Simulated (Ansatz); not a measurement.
The starting structures come from a database of crystals and need not be the phases stable at ambient conditions.

Tunnelling through a barrier is set by its complex band structure: the current falls as exp(−2κd) with the smallest κ.

Here is the system:

```
WCl4S
1.0
    6.91544     0.00989     0.03600
    1.96444     7.96416    -0.01446
   -0.47831    -2.16141     5.65569
W S Cl
2 2 8
Direct
  0.24333   0.21751   0.13787
  0.75667   0.78249   0.86213
  0.96648   0.29664   0.31163
  0.03352   0.70336   0.68837
  0.65625   0.08162   0.87937
  0.34375   0.91838   0.12063
  0.54501   0.71342   0.54988
  0.45499   0.28658   0.45012
  0.73303   0.52794   0.92157
  0.26697   0.47206   0.07843
  0.84514   0.89726   0.25096
  0.15486   0.10274   0.74904
```

Space group of this cell: P-1. The cell was relaxed by PBE-D3(BJ); by PBEsol its mean pressure is -0.9 GPa.

Transport runs along the normal of the first two printed cell vectors.

The gap is the functional's own, uncorrected, and κ follows it; spin-orbit coupling is left out. Mid-gap values are interpolated between the computed energies.

State the band gap and the smallest decay constant κ at mid-gap according to PBEsol (Ansatz, a first-principles code).

Gap 1.70 eV on a 6×4×6 mesh; κ = 0.347 1/Å, at (0.333, 0.250) of the in-plane reciprocal vectors. At the zone centre, at the nearest computed energy, the slowest state has κ = 0.36 1/Å.
